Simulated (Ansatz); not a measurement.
Hypothetical NiAs type KH, response to strain

The parent structure is KH in the NiAs type structure (space group P6_3/mmc, No. 194; a = 3.855 Å, c = 6.826 Å; a hypothetical phase, not in the database extracts checked). Axes: x lies along a and z along c of the hexagonal cell.

Strains are applied to the cell and any free atomic positions relax; under biaxial strain the out-of-plane vector relaxes too.

Calculations: DFT with PBEsol, PAW potentials and a 420 eV plane-wave cutoff in Ansatz (a quantum-chemistry and plane-wave program), without spin-orbit coupling.

```csv
case,band gap,electron mass,smallest direct gap,gap character,volume per atom
base,3.25 eV,"0.31 mₑ along c, 0.68 mₑ across (at Γ)",3.32 eV,"indirect, M → Γ",21.96 Å³
"biaxial strain −4.74 %, plane normal [001], relaxed out of plane",3.06 eV,"0.31 mₑ out of plane, 0.65 mₑ in plane (at Γ)",3.21 eV,"indirect, M → Γ",20.06 Å³
"biaxial strain −3.17 %, plane normal [001], relaxed out of plane",3.13 eV,"0.31 mₑ out of plane, 0.66 mₑ in plane (at Γ)",3.25 eV,"indirect, M → Γ",20.67 Å³
"biaxial strain −3.05 %, plane normal [001], relaxed out of plane",3.13 eV,"0.31 mₑ out of plane, 0.66 mₑ in plane (at Γ)",3.25 eV,"indirect, M → Γ",20.72 Å³
"biaxial strain −1.06 %, plane normal [001], relaxed out of plane",3.21 eV,"0.31 mₑ out of plane, 0.68 mₑ in plane (at Γ)",3.30 eV,"indirect, M → Γ",[?]
"biaxial strain +3.80 %, plane normal [001], relaxed out of plane",3.36 eV,–,–,direct at M,[?]
isotropic strain +1.48 %,[?],"0.31 mₑ along c, 0.70 mₑ across (at Γ)",3.33 eV,"indirect, M → Γ",22.95 Å³
uniaxial strain ε_xx = +1.06 %,3.25 eV,"0.31 mₑ along z, 0.69 mₑ across (at Γ)",3.32 eV,"indirect, Y → Γ",22.19 Å³
tensor shear ε_xy = −3.10 %,[?],–,3.28 eV,"indirect, A → B",21.94 Å³
tensor shear ε_yz = −0.66 %,3.25 eV,"0.31 mₑ along z, 0.68 mₑ across (at Γ)",3.32 eV,"indirect, Y₂ → Γ",21.96 Å³
```

**Question.** Some entries are withheld; estimate them.

**Answer.** 
- biaxial strain −1.06 %, plane normal [001], relaxed out of plane, volume per atom: 21.52 Å³
- biaxial strain +3.80 %, plane normal [001], relaxed out of plane, volume per atom: 23.61 Å³
- isotropic strain +1.48 %, band gap: 3.22 eV
- tensor shear ε_xy = −3.10 %, band gap: 3.11 eV

Masses are band curvatures over ±0.01 Å⁻¹ around the edge. Stability against distortions was not tested. k-point labels follow each cell's own Brillouin zone.
